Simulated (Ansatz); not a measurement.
Reference: Re (P6_3/mmc), PBEsol, DFPT electron-phonon coupling, linearised Boltzmann equation (plane waves, PAW, scalar-relativistic; Ansatz, an electronic-structure program); geometry: relaxed with this functional, without spin-orbit coupling.

Re is modelled in the hexagonal space group P6₃/mmc (No. 194), the hcp (Mg type) structure, Pearson symbol hP2. Lattice parameters: a = b = 2.7491 Å, c = 4.4485 Å, α = β = 90.00°, γ = 120.00°. Re on 2c is surrounded by 12 Re at 2.732–2.749 Å (anticuboctahedral). (Neighbours: up to the widest gap in distance over summed covalent radii, below 1.35, at either atom.)

- resistivity at 300 K: 12.6 μΩ·cm
- mean free path at 300 K: 5.6 nm
- electron-phonon coupling λ: 0.68
- logarithmic mean phonon energy: 15.4 meV

Swap Re for Lu, keeping the structure type. How do these values move?

Lu (P6_3/mmc): volume per atom 14.6 to 27.4 Å³; resistivity at 300 K rises (12.6 μΩ·cm to 43 μΩ·cm); mean free path at 300 K falls (5.6 nm to 2.8 nm); electron-phonon coupling λ falls (0.68 to 0.57); logarithmic mean phonon energy falls (15.4 meV to 9.0 meV).

Replace Re by Os on the same sites and relax. What happens?

Os (P6_3/mmc): volume per atom 14.6 to 13.9 Å³; resistivity at 300 K falls (12.6 μΩ·cm to 7.2 μΩ·cm); mean free path at 300 K rises (5.6 nm to 8.7 nm); electron-phonon coupling λ falls (0.68 to 0.41); logarithmic mean phonon energy rises (15.4 meV to 20 meV).

Swap Re for Ru, keeping the structure type. How do these values move?

Ru (P6_3/mmc): volume per atom 14.6 to 13.3 Å³; resistivity at 300 K falls (12.6 μΩ·cm to 6.2 μΩ·cm); mean free path at 300 K rises (5.6 nm to 9.2 nm); electron-phonon coupling λ falls (0.68 to 0.44); logarithmic mean phonon energy rises (15.4 meV to 24 meV).

Moves up to 7 % count as about the same. Metals; harmonic phonons alone scatter; means over directions. The mean free path is weighted by the current that each state carries. Halving the electron mesh moves these values by up to 5 %; q meshes are mostly untested. Some of the runs warned that the eigensolver left states short of its tolerance. Spin-orbit coupling is left out.

The missing spin-orbit coupling matters most for Lu (P6_3/mmc), Os (P6_3/mmc), Re (P6_3/mmc).
